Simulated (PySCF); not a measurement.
PySCF 2.14.0, WB97X/def2-svp, df: Al(Cl)(F)(NEtMe) (CC[N](C)[Al]([F])[Cl]), 15 atoms. The geometry is a generated start, not checked to be a minimum at this level.

task: energy
method: wb97x
basis: def2-svp
two-electron scheme: density fitting
mol.max_memory: 3000 MB
mf.max_cycle: 100
mf.DIIS: CDIIS (default)
mf.conv_tol: 1e-09 (default)
mf.grids.level: 3 (default)
basis functions: 146
grid points: 187048

```xyz
15

Al     1.7564    -0.9764     0.8706
Cl     3.4731     0.0770     0.6775
F      1.8007    -2.5385     1.4054
N      0.1308    -0.3175     0.5114
C     -1.0602    -1.1530     0.5257
C     -0.0881     1.0540     0.0900
C     -0.4021     1.1938    -1.3991
H     -1.3830    -1.4319    -0.4828
H     -1.8799    -0.6335     1.0274
H     -0.8379    -2.0666     1.0772
H     -0.9094     1.4859     0.6771
H      0.8227     1.6173     0.3129
H     -1.3498     0.7212    -1.6443
H     -0.4593     2.2455    -1.6664
H      0.3861     0.7227    -1.9827
```

With the defaults (mf.diis = true, mf.damp = 0, mf.diis_start_cycle = 1, mf.init_guess = minao, mf.level_shift = 0, mf.diis_space = 8) it converges in 13 Fock builds. One run each on 2 threads, 1 BLAS thread, with these changes:
- mf.level_shift = 0.3 Hartree
- mf.init_guess = mod_huckel
- mf.diis = false
- mf.level_shift = 1 Hartree
- mf.diis_space = 12
- mf.diis_space = 20
- mf.damp = 0.3, mf.diis_start_cycle = 4
- mf.init_guess = huckel
- mf.init_guess = atom

Q: Name the settings that don't reach the solution of the defaults.

A: No convergence: mf.diis = false (the run ends without SCF convergence in 100 cycles). The rest reach the solution of the defaults.

| setting | Fock builds | end |
|---|---|---|
| the defaults | 13 | same solution |
| mf.damp = 0.3, mf.diis_start_cycle = 4 | 13 | same solution |
| mf.init_guess = mod_huckel | 13 | same solution |
| mf.diis_space = 20 | 13 | same solution |
| mf.init_guess = atom | 13 | same solution |
| mf.diis_space = 12 | 13 | same solution |
| mf.init_guess = huckel | 14 | same solution |
| mf.level_shift = 0.3 Hartree | 17 | same solution |
| mf.level_shift = 1 Hartree | 29 | same solution |
| mf.diis = false | 101 | no convergence |
